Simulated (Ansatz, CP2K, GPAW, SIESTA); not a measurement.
One structure in several programs: WSe2 (P6_3/mmc, 6 atoms in the cell)

Band-structure calculation.

```yaml
crystal:
  lattice:
    - [3.32259, 0.00000, 0.00000]
    - [-1.66129, 2.87744, 0.00000]
    - [0.00000, 0.00000, 13.74818]
  atoms:
    - { symbol: W, position: [0.66667, 0.33333, 0.75000] }
    - { symbol: W, position: [0.33333, 0.66667, 0.25000] }
    - { symbol: Se, position: [0.33333, 0.66667, 0.87100] }
    - { symbol: Se, position: [0.66667, 0.33333, 0.12900] }
    - { symbol: Se, position: [0.66667, 0.33333, 0.37100] }
    - { symbol: Se, position: [0.33333, 0.66667, 0.62900] }
```

Shared settings, as Ansatz (a quantum-chemistry and plane-wave program) writes them: kpoints.mp_grid.grid = 6 6 2; scf.occupations.method = fixed. Potentials and cutoffs stand in the table.

```csv
code,model,gap along the path (eV),smallest direct gap (eV),cutoff
CP2K,"PBE, GPW, DZVP-MOLOPT-SR-GTH basis, GTH-PBE potentials (GTH_POTENTIALS)",1.24,1.48,grid 500 Ry
GPAW,"PBE, GPAW PAW datasets PBE (gpaw-data 1.0.1)",1.22,1.45,550 eV
SIESTA,"GGA PBE, numerical atomic orbitals DZP, PseudoDojo PBE standard norm-conserving potentials (rewritten from UPF to PSML)",1.24,1.43,grid 350 Ry
Ansatz,"PBE, PAW files",1.23,1.45,420 eV
```

On Ansatz's run: spin-orbit coupling is off.

The spread over the programs that give each value: gap along the path within 0.02 eV; smallest direct gap within 0.05 eV.

CP2K and SIESTA use small atom-centred bases, whose incompleteness enters pressures, forces and empty levels differently from a plane-wave cutoff.

The starting cell comes from a database of computed structures (which also holds hypothetical and non-ambient phases and stackings), without a prior relaxation at this level. Its lattice was rescaled by a random factor within 2.5 % of one.

Left out of this page: Quantum ESPRESSO and FLEUR (not drawn, or without a comparable value).

Keys are those of Ansatz 0.2.
